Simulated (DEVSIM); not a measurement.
System: Ti/La2O3/p-Si capacitor, at 300 K.

| layer (left to right) | material | thickness (nm) | Na (cm⁻³) |
|---|---|---|---|
| 1 | La2O3 | 3.30 | - |
| 2 | Si | 610 | 9e17 |

Metal gate on the left, work function 4.33 eV. Fixed charge at the semiconductor interface 0 cm⁻² (in units of +e); interface traps 2.8e11 cm⁻² eV⁻¹, uniform in energy, neutral level at 0.5 of the gap above the valence band.

Constants are typed, rounded textbook-type inputs, not results; the design itself was drawn at random and stands for no fabricated device. Values at 300 K.

```
parameter      La2O3       Si
-------------  -----  -------
gap (eV)         5.8    1.124
affinity (eV)    1.8     4.05
permittivity      27     11.7
Nc (cm⁻³)          -  2.86e19
Nv (cm⁻³)          -   3.1e19
```

Model (solved in DEVSIM): 1D Poisson equation in equilibrium, Boltzmann statistics, complete ionisation; no quantum confinement or tunnelling. Metal contacts follow the ideal Schottky-Mott rule: no Fermi-level pinning, no interface dipoles.

Question: Tabulate band edges, carrier densities and field at -0.1 V on the gate.

Answer: Energies count from the Fermi level of the right contact; mesh points crowd at the junctions.

```json
[
 {"x (μm)": "0.000", "Ec (eV)": "2.630", "Ev (eV)": "-3.170", "n (cm⁻³)": "< 1e2", "p (cm⁻³)": "< 1e2", "field (V/cm)": "170000"},
 {"x (μm)": "0.0007336", "Ec (eV)": "2.643", "Ev (eV)": "-3.157", "n (cm⁻³)": "< 1e2", "p (cm⁻³)": "< 1e2", "field (V/cm)": "170000"},
 {"x (μm)": "0.001649", "Ec (eV)": "2.659", "Ev (eV)": "-3.141", "n (cm⁻³)": "< 1e2", "p (cm⁻³)": "< 1e2", "field (V/cm)": "170000"},
 {"x (μm)": "0.002471", "Ec (eV)": "2.673", "Ev (eV)": "-3.127", "n (cm⁻³)": "< 1e2", "p (cm⁻³)": "< 1e2", "field (V/cm)": "170000"},
 {"x (μm)": "0.003468", "Ec (eV)": "0.445", "Ev (eV)": "-0.679", "n (cm⁻³)": "9.6e11", "p (cm⁻³)": "1.2e8", "field (V/cm)": "400000"},
 {"x (μm)": "0.004502", "Ec (eV)": "0.485", "Ev (eV)": "-0.639", "n (cm⁻³)": "2.0e11", "p (cm⁻³)": "5.7e8", "field (V/cm)": "380000"},
 {"x (μm)": "0.006482", "Ec (eV)": "0.558", "Ev (eV)": "-0.566", "n (cm⁻³)": "1.2e10", "p (cm⁻³)": "9.5e9", "field (V/cm)": "350000"},
 {"x (μm)": "0.01159", "Ec (eV)": "0.720", "Ev (eV)": "-0.404", "n (cm⁻³)": "2.3e7", "p (cm⁻³)": "5.1e12", "field (V/cm)": "280000"},
 {"x (μm)": "0.01892", "Ec (eV)": "0.890", "Ev (eV)": "-0.234", "n (cm⁻³)": "32000", "p (cm⁻³)": "3.6e15", "field (V/cm)": "180000"},
 {"x (μm)": "0.03295", "Ec (eV)": "1.020", "Ev (eV)": "-0.104", "n (cm⁻³)": "210", "p (cm⁻³)": "5.6e17", "field (V/cm)": "27000"},
 {"x (μm)": "0.05685", "Ec (eV)": "1.032", "Ev (eV)": "-0.092", "n (cm⁻³)": "130", "p (cm⁻³)": "9.0e17", "field (V/cm)": "130"},
 {"x (μm)": "0.1252", "Ec (eV)": "1.032", "Ev (eV)": "-0.091", "n (cm⁻³)": "130", "p (cm⁻³)": "9.0e17", "field (V/cm)": "≈ 0"},
 {"x (μm)": "0.2206", "Ec (eV)": "1.032", "Ev (eV)": "-0.091", "n (cm⁻³)": "130", "p (cm⁻³)": "9.0e17", "field (V/cm)": "≈ 0"},
 {"x (μm)": "0.3808", "Ec (eV)": "1.032", "Ev (eV)": "-0.091", "n (cm⁻³)": "130", "p (cm⁻³)": "9.0e17", "field (V/cm)": "≈ 0"},
 {"x (μm)": "0.5070", "Ec (eV)": "1.032", "Ev (eV)": "-0.091", "n (cm⁻³)": "130", "p (cm⁻³)": "9.0e17", "field (V/cm)": "≈ 0"},
 {"x (μm)": "0.5539", "Ec (eV)": "1.032", "Ev (eV)": "-0.091", "n (cm⁻³)": "130", "p (cm⁻³)": "9.0e17", "field (V/cm)": "≈ 0"},
 {"x (μm)": "0.5815", "Ec (eV)": "1.032", "Ev (eV)": "-0.091", "n (cm⁻³)": "130", "p (cm⁻³)": "9.0e17", "field (V/cm)": "≈ 0"},
 {"x (μm)": "0.5959", "Ec (eV)": "1.032", "Ev (eV)": "-0.091", "n (cm⁻³)": "130", "p (cm⁻³)": "9.0e17", "field (V/cm)": "≈ 0"},
 {"x (μm)": "0.6062", "Ec (eV)": "1.032", "Ev (eV)": "-0.091", "n (cm⁻³)": "130", "p (cm⁻³)": "9.0e17", "field (V/cm)": "≈ 0"},
 {"x (μm)": "0.6098", "Ec (eV)": "1.032", "Ev (eV)": "-0.091", "n (cm⁻³)": "130", "p (cm⁻³)": "9.0e17", "field (V/cm)": "≈ 0"},
 {"x (μm)": "0.6119", "Ec (eV)": "1.032", "Ev (eV)": "-0.091", "n (cm⁻³)": "130", "p (cm⁻³)": "9.0e17", "field (V/cm)": "≈ 0"},
 {"x (μm)": "0.6133", "Ec (eV)": "1.032", "Ev (eV)": "-0.091", "n (cm⁻³)": "130", "p (cm⁻³)": "9.0e17", "field (V/cm)": "≈ 0"}
]
```
